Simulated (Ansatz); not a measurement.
The cell is made up: elements placed on another compound's structure type, so the phase may be hypothetical.

The decay constant κ of evanescent states in the gap governs leakage through a thin film.

Input:

```xyz
5
Lattice="4.0521 0.0000 0.0000 2.0260 3.5092 0.0000 0.0000 0.0000 7.3592" Properties=species:S:1:pos:R:3 pbc="T T T"
Bi     4.0521     2.3395     5.8694
Bi     2.0260     1.1697     1.4898
Te     0.0000     0.0000     3.6796
O      4.0521     2.3395     0.8460
O      2.0260     1.1697     6.5131
```

Space group of this cell: P-3m1. The cell was relaxed by PBE-D3(BJ); by PBEsol its mean pressure is -1.2 GPa.

Transport runs along the normal of the first two printed cell vectors.

The gap is the functional's own, uncorrected, and κ follows it; spin-orbit coupling is left out. Mid-gap values are interpolated between the computed energies.

Q: Compute, with PBEsol (Ansatz, an electronic-structure program), the band gap and the smallest decay constant κ at mid-gap.

A: Gap 0.77 eV on a 12×12×4 mesh; κ = 0.127 1/Å, at (0.500, 0.250) of the in-plane reciprocal vectors. At the zone centre, at the nearest computed energy, the slowest state has κ = 0.20 1/Å.
